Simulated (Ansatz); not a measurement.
ZnGeAs2: transverse stress against strain

ZnGeAs2 (chalcopyrite, I-42d, 22.359 Å³/atom and stress up to 0.01 GPa in the relaxed cell, c along z) under a strain ε along c (axis z), the other axes held. PBEsol in Ansatz, a plane-wave DFT program (PAW, default set), 420 eV, 8×8×8 Γ-centred mesh, Fermi-Dirac smearing 0.05 eV; ions are relaxed, or left where forces stay under 0.02 eV/Å, within the symmetry of each cell. Stress is positive for a compressed cell.

Here s stands for strain and y for stress xx.

| strain (%) | stress xx (GPa) |
|---|---|
| -1.50 | 0.80 |
| -0.75 | 0.39 |
| 0.00 | 0.01 |
| 0.75 | -0.35 |
| 1.50 | -0.70 |
| 3.00 | ? |

Q: Fit y against s with a straight line, and predict the withheld value at s = 3.00.

A: Means: s 0, y 0.030. About the means, the sum of products is -2.8050 and the sum of squares of s is 5.6250; the slope is their ratio. Least squares gives y = 0.030 - 0.4987·s. Residuals (row less fit): 0.022, -0.014, -0.020, -0.006, 0.018; standard error 0.022 (degrees of freedom: 3). The slope gives the elastic constant C13 = 49.9 ± 0.9 GPa (± standard error of the fit, which holds the terms cut off). At the withheld row, y = 0.030 - 0.4987 × 3.00 = -1.466 GPa. The calculation gives -1.32 GPa, 0.146 GPa above the prediction (6.9 % of the range of y in the table). The row lies outside the fitted rows, so this is an extrapolation. From the scatter of the fitted rows alone, a prediction at this place has a standard error of 0.037 GPa, so the miss is 3.9 times that.

A polynomial of degree 2 through the 8 other runs of the series gives -1.31 there, so most of the miss is curvature that the fit leaves out. This level leaves no gap over 0.05 eV at strain 3.00 %. The start is a measured cell from the literature; how it stands against other phases or cation orders wasn't checked. Rows are the converged runs of the series near zero and its far end; series whose fitted rows scatter by over a few per cent of the range, as at a crossing or softening among them, aren't shown in this form, nor equations of state whose B0' disagrees with the runs' pressures. Most that stay on the fit to the last digits aren't either.
